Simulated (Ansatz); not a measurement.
The parent structure is SiC in the wurtzite structure (space group P6_3mc, No. 186; a = 3.092 Å, c = 5.074 Å).

(Cell as relaxed with PBE.)

Levels (all Ansatz, a first-principles code, PAW, earlier PAW set): PBE (420 eV, without spin-orbit coupling); r2SCAN (500 eV, spin-orbit coupling left out).

Each level relaxes its own structure.

```json
[
 {"base": "volume per atom", "PBE": "10.50 Å³", "r2SCAN": "10.34 Å³"},
 {"base": "lattice parameter a", "PBE": "3.092 Å", "r2SCAN": "3.075 Å"},
 {"base": "band gap", "PBE": "2.31 eV", "r2SCAN": "2.65 eV"}
]
```

The change: cell and atoms relaxed at a pressure of 100 GPa.

```tsv
quantity	PBE	r2SCAN
electron mass	0.24 mₑ along c, 0.38 mₑ across (at K)	0.23 mₑ along c, 0.38 mₑ across (at K)
valence-band top at Γ (three highest levels, from the VBM)	0.00, 0.00, -0.06 eV	0.00, 0.00, -0.04 eV
band gap	1.80 eV	2.25 eV
lattice parameter a	2.824 Å	2.819 Å
shift of the gap caused by the change	-0.51 eV	-0.40 eV
```

PBE's band gap lies 0.456 eV below r2SCAN's; PBE's lattice parameter a lies 0.005 Å above r2SCAN's (0.2 %); PBE's shift of the gap caused by the change lies 0.11 eV below r2SCAN's. Neither level is exact; r2SCAN is the comparison here, not a measurement.

Load acts through the strain it causes; cell and atoms are relaxed under it. Effective masses come from finite differences of ±0.01 Å⁻¹. Stability against distortions was not tested. No other phases were tried under pressure.
